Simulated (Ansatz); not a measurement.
An Ansatz (an electronic-structure program) run: LaOF with a change (strain tensor (xx, yy, zz, yz, xz, xy) = (−0.24, +1.04, −0.39, +0.38, +0.03, +0.12) %); PBEsol, PAW, 420 eV (Ansatz; no spin-orbit coupling).

Input:

Ansatz 0.2 input:
```yaml
crystal:
  lattice:
    - [2.0047949824, 1.1982899047, 6.6680540569]
    - [-1.9987857797, 1.1936747104, 6.6670507538]
    - [-0.0009922742, -2.315707301, 6.6543453384]
  atoms:
    - { symbol: La, position: [0.741759335, 0.741759335, 0.741759335] }
    - { symbol: La, position: [0.258240665, 0.258240665, 0.258240665] }
    - { symbol: O, position: [0.6231051263, 0.6231051263, 0.6231051263] }
    - { symbol: O, position: [0.3768948737, 0.3768948737, 0.3768948737] }
    - { symbol: F, position: [0.8710178323, 0.8710178323, 0.8710178323] }
    - { symbol: F, position: [0.1289821677, 0.1289821677, 0.1289821677] }
basis: { ecutwfc: 420, ecutrho_ratio: 4, xc_grid: 2, fft_grid_basis: typed }
kpoints: { mp_grid: { grid: [10, 10, 10] } }
hamiltonian:
  xc: pbesol
  dispersion: none
  pseudopotentials: { kind: paw }
scf: { occupations: { method: fermi_dirac, width: 0.05 }, convergence: { dr2_threshold: 0.0000000006 } }
relax: { f_tol: 0.005, max_steps: 50 }
output: { forces: true, stress: true }
checkpoint: { write: state.ck, write_every: 1000 }
```

Output (explanatory and most iteration lines left out):

```
Relaxation: its limit of steps is 50 (relax.max_steps)
Pseudopotential: La, paw, valence charge 11
Pseudopotential: O, paw, valence charge 6
Pseudopotential: F, paw, valence charge 7
Crystal: 6 atoms, lattice volume = 93.678 Å³
Basis set: ecut = 420 eV, 1847 PW (Γ), exchange–correlation on 96×96×96 points (8 copies of the dense FFT grid, shifted against one another)
Bands: 30, of which v1, the nominal top of the filled ones, is band 24 counted from 1 (23 counted from 0)
Symmetry: 2 space group operations
Space group: P-1 (ITA 2), of the structure as read, at distance tolerance 4.5e-5 Å
k-points: 504 of 1000
Functional: x = pbesol(κ = 0.804, μ = 0.12345679012345678), c = pbesol(β = 0.046)
SCF iter   1: F=—  HF=-15057.756494 eV  |F-HF|=—  |Δ(HF+E_count)|=         —  Δρ=1.58e-2  dr2=1.85e-1  ethr=1.77e-3  ⟨swp⟩=5.4  Hψ=64441  notcnv=0
SCF iter   2: F=—  HF=-15057.716491 eV  |F-HF|=—  |Δ(HF+E_count)|=   4.00e-2  Δρ=4.79e-3  dr2=1.45e-2  ethr=3.86e-4  ⟨swp⟩=3.7  Hψ=34495  notcnv=0  defer=724
SCF 1 converged in 9 iterations: F = -15057.714056 eV  dr2 = 1.30e-10
relax step   1: F+E_penalty+E_count = -15057.71405576 eV  Δ(F+E_penalty+E_count) = +0.000e0 eV  max|allowed force component| = 3.996e-2 eV/Å  Δτ_max = 0.0000 Å  (9 SCF iters, accepted)
Crystal: 6 atoms, lattice volume = 93.678 Å³
SCF iter   1: F=—  HF=-15057.716292 eV  |F-HF|=—  |Δ(HF+E_count)|=         —  Δρ=3.16e-3  dr2=5.30e-3  ethr=1.07e-5  ⟨swp⟩=1.8  Hψ=43876  notcnv=0  defer=738
SCF iter   2: F=—  HF=-15057.714506 eV  |F-HF|=—  |Δ(HF+E_count)|=   1.79e-3  Δρ=1.45e-3  dr2=1.21e-3  ethr=1.07e-5  ⟨swp⟩=2.0  Hψ=17406  notcnv=0  defer=738
SCF 2 converged in 9 iterations: F = -15057.714092 eV  dr2 = 1.31e-10
relax step   2: F+E_penalty+E_count = -15057.71409223 eV  Δ(F+E_penalty+E_count) = -3.647e-5 eV  max|allowed force component| = 4.717e-2 eV/Å  Δτ_max = 0.0226 Å  (9 SCF iters, accepted)
Crystal: 6 atoms, lattice volume = 93.678 Å³
SCF iter   1: F=—  HF=-15057.715430 eV  |F-HF|=—  |Δ(HF+E_count)|=         —  Δρ=1.69e-3  dr2=1.50e-3  ethr=3.44e-5  ⟨swp⟩=2.2  Hψ=30969  notcnv=0  defer=715
SCF iter   2: F=—  HF=-15057.714946 eV  |F-HF|=—  |Δ(HF+E_count)|=   4.84e-4  Δρ=7.77e-4  dr2=3.43e-4  ethr=3.12e-6  ⟨swp⟩=2.0  Hψ=22175  notcnv=0  defer=715
SCF 3 converged in 8 iterations: F = -15057.714865 eV  dr2 = 3.92e-10
relax step   3: F+E_penalty+E_count = -15057.71486508 eV  Δ(F+E_penalty+E_count) = -7.729e-4 eV  max|allowed force component| = 1.032e-2 eV/Å  Δτ_max = 0.0118 Å  (8 SCF iters, accepted)
Crystal: 6 atoms, lattice volume = 93.678 Å³
SCF iter   1: F=—  HF=-15057.714836 eV  |F-HF|=—  |Δ(HF+E_count)|=         —  Δρ=1.20e-4  dr2=1.42e-5  ethr=1.80e-7  ⟨swp⟩=2.1  Hψ=34448  notcnv=0  defer=714
SCF iter   2: F=—  HF=-15057.714849 eV  |F-HF|=—  |Δ(HF+E_count)|=   1.28e-5  Δρ=5.47e-5  dr2=2.63e-6  ethr=2.95e-8  ⟨swp⟩=2.0  Hψ=26454  notcnv=0  defer=714
SCF 4 converged in 6 iterations: F = -15057.714881 eV  dr2 = 2.52e-10
relax step   4: F+E_penalty+E_count = -15057.71488054 eV  Δ(F+E_penalty+E_count) = -1.545e-5 eV  max|allowed force component| = 6.434e-3 eV/Å  Δτ_max = 0.0008 Å  (6 SCF iters, accepted)
Crystal: 6 atoms, lattice volume = 93.678 Å³
SCF iter   1: F=—  HF=-15057.714842 eV  |F-HF|=—  |Δ(HF+E_count)|=         —  Δρ=8.56e-5  dr2=8.05e-6  ethr=2.43e-7  ⟨swp⟩=2.0  Hψ=31094  notcnv=0  defer=715
SCF iter   2: F=—  HF=-15057.714857 eV  |F-HF|=—  |Δ(HF+E_count)|=   1.48e-5  Δρ=4.31e-5  dr2=2.13e-6  ethr=1.68e-8  ⟨swp⟩=2.8  Hψ=28721  notcnv=0  defer=715
SCF 5 converged in 6 iterations: F = -15057.714889 eV  dr2 = 3.08e-10
relax step   5: F+E_penalty+E_count = -15057.71488898 eV  Δ(F+E_penalty+E_count) = -8.440e-6 eV  max|allowed force component| = 2.859e-4 eV/Å  Δτ_max = 0.0009 Å  (6 SCF iters, accepted)
SCF converged after 6 iterations
Free energy (F): -15057.714889 eV
Internal energy: -15057.714889 eV  (E = F + TS)
E sigma→0 (E₀):  -15057.714889 eV
Fermi energy:    10.528584 eV
--- Forces (eV/Å), atoms counted from 1 ---
  atom   1  La    -0.00003670    -0.00000005    -0.00000208
  atom   2  La     0.00003670     0.00000005     0.00000208
  atom   3  O     -0.00002315    -0.00003163    -0.00004787
  atom   4  O      0.00002315     0.00003163     0.00004787
  atom   5  F     -0.00001718     0.00013404    -0.00028590
  atom   6  F      0.00001718    -0.00013404     0.00028590
--- Stress (GPa, compression-positive) ---
       -0.153158      -0.123841      -0.045439
       -0.123841      -1.377247      -0.320298
       -0.045439      -0.320298       0.054805
  P = ⅓ Tr σ = -0.4919 GPa (-4.919 kbar)
--- Relaxed structure (5 steps of the walk, 5 accepted, 0 SCFs on fresh bases) ---
  atoms:
    - { symbol: La, position: [0.7407797433909759, 0.7408425504073033, 0.7436317660793917] }
    - { symbol: La, position: [0.259220256609024, 0.2591574495926966, 0.25636823392060804] }
    - { symbol: O, position: [0.622952138655905, 0.6224981001163659, 0.6234806402096503] }
    - { symbol: O, position: [0.37704786134409485, 0.3775018998836341, 0.37651935979034956] }
    - { symbol: F, position: [0.872422205846159, 0.8726302008894172, 0.8685677856812812] }
    - { symbol: F, position: [0.12757779415384107, 0.12736979911058274, 0.13143221431871874] }
```

Whether these cells are dynamically stable was not tested. The cell was made from LaOF (space group R-3m, No. 166) by this change: strain tensor (xx, yy, zz, yz, xz, xy) = (−0.24, +1.04, −0.39, +0.38, +0.03, +0.12) %.
